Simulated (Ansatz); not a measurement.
An Ansatz (an electronic-structure program) run: TlBiS2 with a change (uniaxial strain ε_zz = −1.20 %); PBEsol in Ansatz (plane waves to 420 eV, PAW, without spin-orbit coupling).

Input:

Ansatz 0.2 input:
```yaml
crystal:
  lattice:
    - [2.0426657836, 1.17933364, 7.1451965545]
    - [-2.0426657836, 1.17933364, 7.1451965545]
    - [0, -2.35866728, 7.1451965545]
  atoms:
    - { symbol: Tl, position: [0.5, 0.5, 0.5] }
    - { symbol: Bi, position: [0, 0, 0] }
    - { symbol: S, position: [0.2612395979, 0.2612395979, 0.2612395979] }
    - { symbol: S, position: [0.7387604021, 0.7387604021, 0.7387604021] }
basis: { ecutwfc: 420, ecutrho_ratio: 4, xc_grid: 2, fft_grid_basis: typed }
kpoints: { mp_grid: { grid: [9, 9, 9] } }
hamiltonian:
  xc: pbesol
  dispersion: none
  pseudopotentials: { kind: paw }
scf: { occupations: { method: fermi_dirac, width: 0.05 }, convergence: { dr2_threshold: 0.0000000004 } }
relax: { f_tol: 0.005, max_steps: 50 }
output: { forces: true, stress: true }
checkpoint: { write: state.ck, write_every: 1000 }
```

Output (explanatory and most iteration lines left out):

```
Relaxation: its limit of steps is 50 (relax.max_steps)
Pseudopotential: Tl, paw, valence charge 13
Pseudopotential: Bi, paw, valence charge 15
Pseudopotential: S, paw, valence charge 6
Crystal: 4 atoms, lattice volume = 103.276 Å³
Basis set: ecut = 420 eV, 2009 PW (Γ), exchange–correlation on 108×108×108 points (8 copies of the dense FFT grid, shifted against one another)
Bands: 24, of which v1, the nominal top of the filled ones, is band 20 counted from 1 (19 counted from 0)
Symmetry: 12 space group operations
Space group: R-3m (ITA 166), of the structure as read, at distance tolerance 4.7e-5 Å
k-points: 85 of 729
Functional: x = pbesol(κ = 0.804, μ = 0.12345679012345678), c = pbesol(β = 0.046)
SCF iter   1: F=—  HF=-25309.178510 eV  |F-HF|=—  |Δ(HF+E_count)|=         —  Δρ=4.80e-3  dr2=4.43e-2  ethr=1.77e-3  ⟨swp⟩=6.5  Hψ=10022  notcnv=0
SCF iter   2: F=—  HF=-25309.166435 eV  |F-HF|=—  |Δ(HF+E_count)|=   1.21e-2  Δρ=2.04e-3  dr2=7.90e-3  ethr=1.11e-4  ⟨swp⟩=1.9  Hψ=3068  notcnv=0
SCF 1 converged in 10 iterations: F = -25309.164353 eV  dr2 = 1.71e-11
relax step   1: F+E_penalty+E_count = -25309.16435276 eV  Δ(F+E_penalty+E_count) = +0.000e0 eV  max|allowed force component| = 7.117e-2 eV/Å  Δτ_max = 0.0000 Å  (10 SCF iters, accepted)
Crystal: 4 atoms, lattice volume = 103.276 Å³
SCF iter   1: F=—  HF=-25309.164717 eV  |F-HF|=—  |Δ(HF+E_count)|=         —  Δρ=4.23e-4  dr2=2.24e-4  ethr=5.37e-7  ⟨swp⟩=2.1  Hψ=7589  notcnv=0
SCF iter   2: F=—  HF=-25309.164675 eV  |F-HF|=—  |Δ(HF+E_count)|=   4.14e-5  Δρ=2.33e-4  dr2=8.24e-5  ethr=5.37e-7  ⟨swp⟩=1.6  Hψ=2310  notcnv=0
SCF 2 converged in 8 iterations: F = -25309.164721 eV  dr2 = 1.15e-10
relax step   2: F+E_penalty+E_count = -25309.16472081 eV  Δ(F+E_penalty+E_count) = -3.681e-4 eV  max|allowed force component| = 5.077e-2 eV/Å  Δτ_max = 0.0183 Å  (8 SCF iters, accepted)
Crystal: 4 atoms, lattice volume = 103.276 Å³
SCF iter   1: F=—  HF=-25309.165063 eV  |F-HF|=—  |Δ(HF+E_count)|=         —  Δρ=1.77e-4  dr2=3.89e-5  ethr=9.80e-7  ⟨swp⟩=3.0  Hψ=5275  notcnv=0
SCF iter   2: F=—  HF=-25309.165061 eV  |F-HF|=—  |Δ(HF+E_count)|=   2.60e-6  Δρ=9.81e-5  dr2=1.44e-5  ethr=9.72e-8  ⟨swp⟩=1.0  Hψ=2723  notcnv=0
SCF 3 converged in 7 iterations: F = -25309.165110 eV  dr2 = 2.69e-10
relax step   3: F+E_penalty+E_count = -25309.16511033 eV  Δ(F+E_penalty+E_count) = -3.895e-4 eV  max|allowed force component| = 2.122e-5 eV/Å  Δτ_max = 0.0077 Å  (7 SCF iters, accepted)
SCF converged after 7 iterations
Free energy (F): -25309.165110 eV
Internal energy: -25309.164907 eV  (E = F + TS)
E sigma→0 (E₀):  -25309.165009 eV
Entropy (-TS):   -0.000203 eV (-0.051 meV/atom)
Fermi energy:    8.471409 eV
--- Forces (eV/Å), atoms counted from 1 ---
  atom   1  Tl     0.00000000     0.00000000     0.00000000
  atom   2  Bi     0.00000000     0.00000000     0.00000000
  atom   3  S      0.00000000    -0.00000000    -0.00002122
  atom   4  S      0.00000000     0.00000000     0.00002122
--- Stress (GPa, compression-positive) ---
        0.432928       0.000000       0.000000
        0.000000       0.432928      -0.000000
        0.000000      -0.000000       0.779585
  P = ⅓ Tr σ = 0.5485 GPa (5.485 kbar)
--- Relaxed structure (3 steps of the walk, 3 accepted, 0 SCFs on fresh bases) ---
  atoms:
    - { symbol: Tl, position: [0.49999999999999994, 0.49999999999999994, 0.5] }
    - { symbol: Bi, position: [-3.0347721415800136e-20, -3.034772141580013e-20, -3.03477214158001e-20] }
    - { symbol: S, position: [0.26074242596533187, 0.26074242596533187, 0.260742425965332] }
    - { symbol: S, position: [0.7392575740346681, 0.7392575740346681, 0.7392575740346682] }
```

Spin-orbit coupling, missing from the scalar runs, can matter with Bi and Tl. No phonon test of stability was made. The cell was made from TlBiS₂ (space group R-3m, No. 166) by this change: uniaxial strain ε_zz = −1.20 %.
